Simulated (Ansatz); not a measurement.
# ZnSe in the zinc blende structure (space group F-43m, No. 216)

```cif
data_SeZn
_chemical_formula_sum 'Se1 Zn1'
_space_group_name_H-M_alt 'P 1'
_space_group_IT_number 1
_cell_length_a 4.00608
_cell_length_b 4.00608
_cell_length_c 4.00608
_cell_angle_alpha 60.000
_cell_angle_beta 60.000
_cell_angle_gamma 60.000
loop_
_space_group_symop_operation_xyz
  'x, y, z'
loop_
_atom_site_label
_atom_site_type_symbol
_atom_site_fract_x
_atom_site_fract_y
_atom_site_fract_z
_atom_site_occupancy
Se1 Se 0.75000 0.75000 0.75000 1
Zn1 Zn 0.00000 0.00000 0.00000 1
```

Level of theory: Ansatz (a quantum-chemistry and plane-wave program), r2SCAN, PAW, cutoff 500 eV, no SOC. Γ-centred 10×10×10 mesh, Fermi–Dirac width 0.05 eV.

| Item | Value |
|---|---|
| Volume per atom | 22.73 Å³ |
| Density | 5.27 g/cm³ |
| Band gap | 1.87 eV, direct at Γ |
| Electron mass | 0.12 mₑ |
| Hole mass (degenerate bands, along [100]) | 0.13, 0.60, 0.60 mₑ |
| Lowest conduction-band minima above the VBM | Γ 1.87 eV; L along ⟨111⟩ 3.05 eV; X along ⟨100⟩ 3.34 eV |
| Total energy | -4402.750 eV/atom (σ→0; compares only within this code and set-up) |

Masses are band curvatures over ±0.01 Å⁻¹ around the edge. Gaps are Kohn–Sham eigenvalue differences; semilocal functionals usually give less than the measured gap. Stability against distortions was not tested.
